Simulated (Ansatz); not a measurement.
Take SiC in the wurtzite structure (space group P6_3mc, No. 186; a = 3.0564 Å, c = 5.0158 Å) as the base. Axes: x lies along a and z along c of the hexagonal cell.

Structures relaxed with Kohn–Sham DFT with the LDA functional, run in Ansatz (a first-principles code) with PAW and 420 eV plane waves, no spin-orbit coupling.

Base:

Simulated powder pattern, Mo Kα, λ = 0.71073 Å (kinematic, ideal powder, no thermal factors, no anomalous dispersion; the 10 strongest lines at most, above 2 %, up to 2θ = 40°):

| 2θ (°) | I/Imax (%) | hkl |
|---|---|---|
| 15.43 | 72 | (100) |
| 16.29 | 50 | (002) |
| 17.46 | 100 | (101) |
| 22.51 | 29 | (102) |
| 26.89 | 52 | (110) |
| 29.12 | 54 | (103) |
| 31.15 | 8.1 | (200) |
| 31.60 | 41 | (112) |
| 32.25 | 18 | (201) |
| 35.35 | 7.1 | (202) |

One thing is altered: biaxial strain +2.40 %, plane normal [001], relaxed out of plane (Cartesian); in-plane vectors clamped, the third vector and the atoms free.

After the change:

Simulated powder pattern, Mo Kα, λ = 0.71073 Å (kinematic, ideal powder, no thermal factors, no anomalous dispersion; the 10 strongest lines at most, above 2 %, up to 2θ = 40°):

```csv
2θ (°),d (Å),I/Imax (%),hkl
15.07,2.710,75,(100)
16.37,2.496,49,(002)
17.16,2.382,100,(101)
22.32,1.836,29,(102)
26.25,1.565,54,(110)
29.03,1.418,52,(103)
30.40,1.355,8.4,(200)
31.09,1.326,43,(112)
31.53,1.308,19,(201)
39.53,1.051,19,(203)
```

The indices refer to the base's conventional cell; one index is shown for lines that coincide.

No phonon test of stability was made.
